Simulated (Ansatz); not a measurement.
The parent structure is WC (space group P-6m2, No. 187; a = 2.884 Å, c = 2.812 Å; relaxed with 0.1 eV smearing).

Computed with LDA/PAW in Ansatz (a quantum-chemistry and plane-wave program), no spin-orbit coupling.

Strains are applied to the cell and any free atomic positions relax.

One change was made to it. Results:

The band gap stays zero; the energy goes up by 12 meV/atom; the pressure (mean of the normal stresses, compression positive) goes from zero to -11.9 GPa.

### Question
Which of these changes matches the shifts?
(A) isotropic strain −1.50 %
(B) isotropic strain +1.50 %
(C) isotropic strain +3.00 %
(D) isotropic strain +1.00 %
(E) isotropic strain +2.50 %

### Answer
D, isotropic strain +1.00 %. For comparison, the energy relative to the base in the other runs: isotropic strain +1.50 % gives +26 meV/atom; isotropic strain +2.50 % gives +70 meV/atom; isotropic strain −1.50 % gives +29 meV/atom; isotropic strain +3.00 % gives +99 meV/atom.

Whether these cells are dynamically stable was not tested. All final runs are without spin polarisation.
